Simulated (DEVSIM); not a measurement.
Structure: abrupt Ge n-p junction, at 350 K.

```csv
layer (left to right),material,thickness (μm),Nd (cm⁻³),Na (cm⁻³),τn (s),τp (s)
1,Ge,2.10,9.7e16,-,8.7e-7,8.7e-7
2,Ge,1.10,-,2.3e15,8.7e-7,8.7e-7
```

Left contact: ohmic. Right contact: ohmic. Voltage is applied to the left contact. Recombination: SRH at mid-gap, Auger. Mobility is μmin + (μ − μmin)/(1 + (N/Nref)^α).

The device is made up for the run: typed textbook-type constants, with dimensions and the other settings drawn at random. Values at 300 K; Nc and Nv go as T^1.5, mobilities as T to minus their exponent, the gap by Varshni's rule with the affinity fixed.

| parameter | Ge |
|---|---|
| gap (eV) | 0.664 |
| affinity (eV) | 4 |
| permittivity | 16 |
| Nc (cm⁻³) | 1.04e19 |
| Nv (cm⁻³) | 6e18 |
| μn (cm²/Vs) | 3900 |
| μp (cm²/Vs) | 1900 |
| μn,min | 150 |
| μp,min | 100 |
| Nref,n | 2.6e17 |
| Nref,p | 4e17 |
| αn | 0.56 |
| αp | 0.6 |
| T exponent of μn | 1.66 |
| T exponent of μp | 2.33 |
| Cn (cm⁶/s) | 1e-31 |
| Cp (cm⁶/s) | 1e-31 |
| Varshni α (eV/K) | 0.000477 |
| Varshni β (K) | 235 |

Model (solved in DEVSIM): 1D drift-diffusion, Boltzmann statistics, complete ionisation; no tunnelling, impact ionisation, image-force lowering or self-heating.

Base results: largest field in the device at zero bias (V/cm) 18000; dark forward voltage at 100 A/cm² (V) 0.108; potential step across the device at zero bias (V) 0.252.

Question: What follows from this one change: doping Nd of layer 1 9.7e+16 → 9.7e+17 cm^-3?

Answer: largest field in the device at zero bias 18000 → 50000 V/cm; dark forward voltage at 100 A/cm² little changed (0.107 V); potential step across the device at zero bias 0.252 → 0.322 V.

Question: What follows from this one change: thickness of layer 2 1.1 → 5.5 μm?

Answer: largest field in the device at zero bias little changed (18000 V/cm); dark forward voltage at 100 A/cm² 0.108 → 0.173 V; potential step across the device at zero bias little changed (0.252 V).
